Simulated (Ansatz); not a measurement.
Base system: WS2 in the 2H-MoS2 type structure (space group P6_3/mmc, No. 194; a = 3.115 Å, c = 11.773 Å; layered, stacked along the Cartesian z axis). Axes: x lies along a and z along c of the hexagonal cell.

Calculations: PBEsol-D3(BJ) (Ansatz, a program for electronic structure, PAW, spin-orbit coupling left out).

One thing is altered: an isotropic linear strain of +0.44 %, atoms relaxed at fixed cell.

Question: Predict the stress tensor and what it implies for the stiffness.

Answer: Stress of the strained cell less that of the base (GPa, compression positive):
```
  -1.50    0.00    0.00
   0.00   -1.50    0.00
   0.00    0.00   -0.55
```

Then B = −ΔP/(ΔV/V₀) with ΔV/V₀ = 0.0133 gives secant stiffness values (nonlinear terms included at this strain): B (at held cell shape, above the free-shape value) ≈ 89 GPa.

Stability against distortions was not tested.
